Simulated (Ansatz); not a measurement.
By PBEsol, the system below comes out a metal.

Crystal: TiAl (P4/mmm, 2 atoms a cell, 16.1 Å³ an atom, -2 GPa at this level); planes in its conventional cell.

All values below come from PBEsol (plane waves, PAW; Ansatz, an electronic-structure program).

Ballistic conductance counts the channels of both spins, as a mean over 0.1 eV about the Fermi level; spin-orbit coupling is left out.

| plane | area (Å²) | G/A (10¹⁵ S/m²) |
|---|---|---|
| (110) | 16.2 | 0.88 |
| (001) | 7.9 | [?] |
| (111) | 18.0 | 0.88 |
| (100) | 11.4 | [?] |

Some entries are withheld; supply them.


- (001), G/A (10¹⁵ S/m²): 0.73
- (100), G/A (10¹⁵ S/m²): 0.86
